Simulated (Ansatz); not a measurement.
The reference is BeTe in the zinc blende structure (space group F-43m, No. 216; a = 5.6043 Å).

Method: PBEsol/PAW in Ansatz (a first-principles code), no SOC.

Strains are applied to the cell and any free atomic positions relax.

One change was made to it. Results:

The energy goes up by 14 meV/atom; the band gap increases by 0.14 eV, from 1.84 eV to 1.98 eV; the pressure falls by 3.19 GPa (0.01 GPa → -3.18 GPa).

### Question
Name the change that was made.
A. isotropic strain −0.50 %
B. isotropic strain +2.00 %
C. isotropic strain +3.00 %

### Answer
B, isotropic strain +2.00 %. For comparison, the band gap in the other runs: isotropic strain +3.00 % gives 2.04 eV; isotropic strain −0.50 % gives 1.80 eV.

With Te present, leaving out spin-orbit coupling can change the band edges. Stability against distortions was not tested.
